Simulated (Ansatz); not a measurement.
Take NaCl in the zinc blende structure (space group F-43m, No. 216; a = 6.2539 Å; a hypothetical phase, not in the database extracts checked) as the base.

Calculations: PBE (Ansatz, a program for electronic structure, PAW, spin-orbit coupling left out).

Base values:

Band gap: 4.85 eV
Width of the top valence band: 0.33 eV
Volume per atom: 30.57 Å³

Modification: a negative pressure, −2 GPa.

Problem. What does the calculation give for the band gap after the change?

Solution. The band gap decreases by 0.39 eV (4.85 eV → 4.46 eV).

Problem. What happens to the width of the top valence band?

Solution. The width of the top valence band falls by 0.08 eV (0.33 eV → 0.25 eV).

Problem. How does this affect the volume per atom?

Solution. The volume per atom rises by 5.903 Å³, from 30.57 Å³ to 36.48 Å³.

Load acts through the strain it causes; cell and atoms are relaxed under it. No phonon test of stability was made.
